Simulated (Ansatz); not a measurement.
# Mg under a change: tensor shear ε_xz = +0.29 %

Consider Mg in the hcp (Mg type) structure (space group P6_3/mmc, No. 194; a = 3.1751 Å, c = 5.1628 Å; relaxed with 0.1 eV smearing). Axes: x lies along a and z along c of the hexagonal cell.

One thing is altered: a pure shear with ε_xz = ε_zx = 0.0029; the atoms relax in the strained cell.

Level of theory: PBEsol (Ansatz, an electronic-structure program; PAW; 420 eV plane waves; spin-orbit coupling left out). k-mesh 21×21×11 (Γ-centred); smearing 0.1 eV (Fermi–Dirac).

| quantity | base | changed | shift |
|---|---|---|---|
| volume per atom | 22.54 Å³ | 22.54 Å³ | 0.00 Å³ |
| space group | P6_3/mmc (No. 194) | C2/c (No. 15) | – |
| energy relative to the base (free energy F) | 0 meV/atom | 0.0 meV/atom | 0.0 meV/atom |
| pressure (mean of the normal stresses, compression positive) | 0.0 GPa | 0.0 GPa | 0.0 GPa |
| band gap | zero | zero | – |
| stress (xx, yy, zz, yz, xz, xy; compression positive) | – | (0.0, 0.0, 0.0, 0.0, -0.1, 0.0) GPa | – |

No phonon test of stability was made.
